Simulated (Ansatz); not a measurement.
The parent structure is SiO2 (space group P3_221, No. 154; a = 5.0221 Å, c = 5.5103 Å). Axes: x lies along a and z along c of the hexagonal cell.

Modification: uniaxial strain ε_zz = +2.25 %, all other strain components held at zero, atoms relaxed at fixed cell.

Level of theory: PBE (Ansatz, a first-principles code; PAW; 420 eV plane waves; no SOC).

Base, band edges from the VBM (valence, conduction): K 0.00, 8.55; H -0.57, 8.39; M -0.01, 7.84; L -0.21, 8.39; A -0.12, 7.58; Γ -0.33, 5.68 eV.

### Question
Give the band edges at the high-symmetry points of the new zone, measured from its valence-band maximum.

### Answer
```
point  valence edge (eV)  conduction edge (eV)
-----  -----------------  --------------------
Γ                  -0.31                  5.60
M                   0.00                  7.74
K                  -0.02                  8.46
A                  -0.05                  7.45
L                  -0.21                  8.30
H                  -0.56                  8.23
```

The gap is 5.60 eV, indirect, M → Γ.

Stability against distortions was not tested.
